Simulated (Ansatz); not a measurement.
# A15 V3Si (cubic form, which distorts at low temperature)

Method: PBEsol (plane waves, PAW; Ansatz, a first-principles code).

Run with plane-wave cutoff 500 eV, 8×8×8 k mesh, Fermi–Dirac smearing 0.05 eV, no spin polarisation, scalar-relativistic PAW data made under PBE.

Cell: relaxed at this level.

```
Item                       Result
------------------  -------------
volume per atom     12.56 Å³/atom
lattice constant a        4.649 Å
```

Measured, for comparison: equilibrium volume per atom 13.18 Å³/atom, lattice constant a 4.724 Å (temperature not stated, no zero-point or thermal correction; as tabulated in Zeng et al. (2023), arXiv:2309.11055). Computed (rounded) less measured: equilibrium volume per atom -4.7 %, lattice constant a -1.6 %. A static lattice is as a rule a little smaller and stiffer than an uncorrected measurement, which narrows the difference in the lattice constant a and would widen misses of the other sign.

Note: symmetry holds this phase in the static calculation, where it need not be a minimum.
